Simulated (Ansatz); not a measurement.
Consider the following.

End structure of a constructed model of the (111) surface of fcc Ni, ferromagnetic, a layer of Al in place of the third plane (bottom of the slab: a bare face, its two planes held):

```
CELL_PARAMETERS angstrom
      2.48857     0.00000     0.00000
     -1.24429     2.15517     0.00000
      0.00000     0.00000    26.50000
ATOMIC_POSITIONS crystal
  Ni 0.33333 0.66667 0.30899
  Ni 0.66667 0.33333 0.38567
  Ni 0.00000 0.00000 0.46362
  Al 0.33333 0.66667 0.53940
  Ni 0.66667 0.33333 0.61489
  Ni 0.00000 0.00000 0.69209
```

Model: 6-atom slab, 10.1 Å thick at the start (thin: gaps and levels are the slab's own), 17x17x1 mesh, Fermi-Dirac 0.1 eV, dipole correction, 2 atoms held, the rest relaxed; held to the start's symmetry, so lower structures may exist; spin-polarised, ending with about 2.2 μB a cell; orders that need a larger cell were not tried, no spin-orbit, no U. In PBE it lies 0.13 eV a 1x1 cell over the lowest computed structure of the same composition (a layer of Al in place of the second plane).

### Question
Predict the work function of the top face from PBE (Ansatz, a program for electronic structure).

### Answer
5.21 eV
